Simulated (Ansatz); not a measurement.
Consider the following.

```yaml
crystal:
  lattice:
    - [3.77607, 0.00000, 0.00000]
    - [-1.88803, 3.27017, 0.00000]
    - [0.00000, 0.00000, 6.19171]
  atoms:
    - { symbol: Zn, position: [0.33333, 0.66667, 0.00038] }
    - { symbol: Zn, position: [0.66667, 0.33333, 0.50038] }
    - { symbol: S, position: [0.33333, 0.66667, 0.37462] }
    - { symbol: S, position: [0.66667, 0.33333, 0.87462] }
```

No spin polarisation.

The values are results of PBE (Ansatz, an electronic-structure program), scalar-relativistic without spin-orbit coupling, not measurements. k-mesh 10×10×5 (Γ-centred); smearing 0.05 eV (Fermi–Dirac).

Q: Predict the space group, band gap and electron mass.

A: The space group is P6_3mc (No. 186), the band gap is 2.32 eV and the electron mass comes out as 0.16 mₑ along c, 0.19 mₑ across (at Γ).

The cells carry an imposed strain or load. Masses are band curvatures over ±0.01 Å⁻¹ around the edge. Stability against distortions was not tested. The cell was made from ZnS in the wurtzite structure (space group P6_3mc, No. 186) by this change: isotropic strain −1.80 %.
